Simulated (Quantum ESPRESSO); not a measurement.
## Variants of one calculation on Eu2CuTe4 (P-4m2, 7 atoms in the cell)

```yaml
crystal:
  lattice:
    - [4.47994, 0.00000, 0.00000]
    - [0.00000, 4.47994, 0.00000]
    - [0.00000, 0.00000, 9.98556]
  atoms:
    - { symbol: Eu, position: [0.00000, 0.50000, 0.26122], spin: 7.0 }
    - { symbol: Eu, position: [0.50000, 0.00000, 0.73878], spin: 7.0 }
    - { symbol: Cu, position: [0.50000, 0.50000, 0.50000] }
    - { symbol: Te, position: [0.50000, 0.00000, 0.36099] }
    - { symbol: Te, position: [0.00000, 0.50000, 0.63901] }
    - { symbol: Te, position: [0.50000, 0.50000, 0.00000] }
    - { symbol: Te, position: [0.00000, 0.00000, 0.00000] }
```
(The spins are starting values, not results.)

Base run A: Quantum ESPRESSO 7.5 with LDA (PZ), SSSP 1.1.2 efficiency (PBE) pseudopotentials, self-consistent single point.

Its settings: ecutwfc = 50 Ry; ecutrho = 400 Ry; occupations = smearing; smearing = gaussian; degauss = 0.0073499 Ry; nspin = 2; input_dft = pz; potentials = {Eu: Eu.GGA-PBE-paw-v1.0.UPF, Cu: Cu_pbe_v1.2.uspp.F.UPF, Te: Te_pbe_v1.uspp.F.UPF}; K_POINTS = automatic 5 5 3 0 0 0; conv_thr = 1e-11 Ry; mixing_beta = 0.4.

The starting cell comes from a database of computed structures (which also holds hypothetical and non-ambient phases and stackings), without a prior relaxation at this level. The magnetic order is the one reached from the typed start; others were not searched systematically. With U or open f shells several self-consistent states can exist. The f electrons are in the valence without U or exact exchange, which can misplace them near the Fermi level. Spin-orbit terms, which matter for f shells, are left out. In the base run, with a pressure of about -4 GPa the cell is away from its equilibrium volume at this level.

ΔF is the free energy per atom less that of run A. 

Runs:
- B: lattice scaled by 1.03
- C: degauss: 0.0073499 Ry → 0.058799 Ry
- D: degauss: 0.0073499 Ry → 0.02205 Ry; K_POINTS: automatic 5 5 3 0 0 0 → automatic 3 3 2 0 0 0
- E: conv_thr: 1e-11 Ry → 1e-09 Ry
- F: mixing_ndim: default → 16
- G: mixing_beta: 0.4 → 0.05

```tsv
run	ΔF (meV/atom)	pressure (GPa)	largest force (eV/Å)	size of the net moment (μB/atom)	k-points
A	0.00	-4.34	0.104	1.91	12
B	97.5	-7.34	0.156	1.91	12
C	-98.9	-4.16	0.204	1.90	12
D	7.5	-4.47	0.187	1.90	6
E	0.00	-4.35	0.104	1.91	12
F	0.00	-4.34	0.104	1.91	12
G	0.00	-4.34	0.103	1.91	12
```

Run C against A: The free energy falls by 98.9 meV/atom, the pressure goes from -4.34 to -4.16 GPa, the largest force goes from 0.104 to 0.204 eV/Å and the size of the net moment hardly changes (1.91 to 1.90 μB/atom).

Run B against A: The free energy rises by 97.5 meV/atom, the pressure goes from -4.34 to -7.34 GPa, the largest force goes from 0.104 to 0.156 eV/Å and the size of the net moment stays at 1.91 μB/atom.
